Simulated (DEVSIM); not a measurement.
Structure: Ru/SiO2/p-Si capacitor, at 300 K.

```
layer (left to right)  material  thickness (nm)  Na (cm⁻³)
---------------------  --------  --------------  ---------
1                          SiO2            23.0          -
2                            Si            3700     2.4e16
```

Metal gate on the left, work function 4.7 eV. Fixed charge at the semiconductor interface 0 cm⁻² (in units of +e); no interface traps.

The device is made up for the run: typed textbook-type constants, with dimensions and the other settings drawn at random. Values at 300 K; Nc and Nv go as T^1.5, mobilities as T to minus their exponent, the gap by Varshni's rule with the affinity fixed.

```tsv
parameter	SiO2	Si
gap (eV)	9	1.124
affinity (eV)	0.9	4.05
permittivity	3.9	11.7
Nc (cm⁻³)	-	2.86e19
Nv (cm⁻³)	-	3.1e19
Varshni α (eV/K)	-	0.000473
Varshni β (K)	-	636
```

Model (solved in DEVSIM): 1D Poisson equation in equilibrium, Boltzmann statistics, complete ionisation; no quantum confinement or tunnelling. Metal contacts follow the ideal Schottky-Mott rule: no Fermi-level pinning, no interface dipoles.

Base results: flat-band voltage (V) -0.29; capacitance of the dielectric stack (μF/cm²) 0.150; threshold voltage (band bending 2φF) (V) 0.98; minimum of the low-frequency capacitance (μF/cm²) 0.0418.

What follows from this one change: interface trap density 0 → 1e+12 cm^-2 eV^-1?

flat-band voltage -0.29 → -0.69 V; capacitance of the dielectric stack little changed (0.150 μF/cm²); threshold voltage (band bending 2φF) 0.98 → 1.39 V; minimum of the low-frequency capacitance 0.0418 → 0.0889 μF/cm².

What follows from this one change: temperature 300 → 250 K?

flat-band voltage -0.29 → -0.34 V; capacitance of the dielectric stack little changed (0.150 μF/cm²); threshold voltage (band bending 2φF) 0.98 → 1.05 V; minimum of the low-frequency capacitance 0.0418 → 0.0393 μF/cm².

What follows from this one change: SiO2 thickness 0.023 → 0.016 μm?

flat-band voltage little changed (-0.29 V); capacitance of the dielectric stack 0.150 → 0.216 μF/cm²; threshold voltage (band bending 2φF) 0.98 → 0.83 V; minimum of the low-frequency capacitance 0.0418 → 0.0454 μF/cm².

What follows from this one change: fixed charge 0 → 4.8e+11 cm^-2?

flat-band voltage -0.29 → -0.80 V; capacitance of the dielectric stack little changed (0.150 μF/cm²); threshold voltage (band bending 2φF) 0.98 → 0.47 V; minimum of the low-frequency capacitance little changed (0.0417 μF/cm²).

What follows from this one change: substrate doping 2.4e+16 → 1.2e+16 cm^-3?

flat-band voltage -0.29 → -0.27 V; capacitance of the dielectric stack little changed (0.150 μF/cm²); threshold voltage (band bending 2φF) 0.98 → 0.81 V; minimum of the low-frequency capacitance 0.0418 → 0.0329 μF/cm².
